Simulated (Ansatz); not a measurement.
AlN, point defects

Start from a 32-atom supercell of AlN in the wurtzite structure (space group P6_3mc, No. 186; a = 3.114 Å, c = 4.984 Å) at its relaxed geometry.

One neutral defect a cell, atoms relaxed at fixed cell.

Computed with PBEsol, PAW, 420 eV (Ansatz, a program for electronic structure; no spin-orbit coupling).

| variant | total moment of the cell | gap of the supercell | largest displacement of a host atom from its site in the perfect cell | pressure |
|---|---|---|---|---|
| perfect supercell | – | 4.09 eV | – | 0.0 GPa |
| Al vacancy | 3.0 μB | 0.13 eV | 0.22 Å | 2.1 GPa |
| B on a Al site | 0.0 μB | 3.83 eV | 0.23 Å | -6.0 GPa |
| Al on a N site (antisite) | 0.8 μB | zero | 0.67 Å | 10.8 GPa |

Other magnetic orders, which the real material may have, were not ruled out. The cell is small, so the values are those of an ordered compound at a high defect concentration; dilute-limit values will differ. A case with no gap was solved on a k-mesh chosen for an insulator, which is coarse for it. Starting moments died away, wholly or in part, for B on a Al site; another magnetic solution may exist.
